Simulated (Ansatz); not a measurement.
Data:

```yaml
crystal:
  lattice:
    - [3.27535, 0.00000, 0.00000]
    - [-1.63768, 2.83654, 0.00000]
    - [0.00000, 0.00000, 5.20722]
  atoms:
    - { symbol: Sc, position: [0.66667, 0.33333, 0.25000] }
    - { symbol: Sc, position: [0.33333, 0.66667, 0.75000] }
```

No spin polarisation.

Computed with PBEsol (Ansatz, a first-principles code; PAW; 420 eV plane waves; scalar-relativistic without spin-orbit coupling). Γ-centred 20×20×12 mesh, Fermi–Dirac width 0.1 eV.

**Question.** Predict the space group and stress.

**Answer.** The space group is P6_3/mmc (No. 194) and the stress (xx, yy, zz, yz, xz, xy; compression positive) is (-0.6, -0.6, -2.0, 0.0, 0.0, 0.0) GPa.

The cells carry an imposed strain or load. Stability against distortions was not tested. All final runs are without spin polarisation. The cell was made from Sc in the hcp (Mg type) structure (space group P6_3/mmc, No. 194) by this change: uniaxial strain ε_zz = +2.00 %.
